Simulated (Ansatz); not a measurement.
**Pressure series in TiO2**

The parent structure is TiO$_{2}$ in the anatase structure (space group I4_1/amd, No. 141; a = 3.799 Å, c = 9.701 Å).

Cell and atoms are relaxed at each pressure.

All numbers come from PBE (Ansatz, a program for electronic structure; PAW; 420 eV plane waves; scalar-relativistic without spin-orbit coupling).

| pressure (GPa) | volume per atom (Å³/atom) |
|---|---|
| -2 | 11.803 |
| -1 | 11.734 |
| 0 | 11.666 |
| 0.9 | 11.606 |
| 2.1 | ? |
| 4.5 | 11.376 |
| 9 | 11.107 |
| 15 | 10.773 |
| 22.5 | 10.395 |

### Question
Fit the third-order Birch–Murnaghan form P(V) = (3B₀/2)[(V₀/V)^(7/3) − (V₀/V)^(5/3)]·[1 + (3/4)(B₀′ − 4)((V₀/V)^(2/3) − 1)] (squares taken in P) to the rows shown and predict the withheld row.

### Answer
Least squares on the printed values gives V₀ = 11.666 Å³/atom, B₀ = 174 GPa, B₀′ = 2.2; this predicts 11.528 Å³/atom, and the run gives 11.528 Å³/atom, in agreement.

Load acts through the strain it causes; cell and atoms are relaxed under it. Whether these cells are dynamically stable was not tested. Competing high-pressure phases were not computed. All final runs are without spin polarisation.
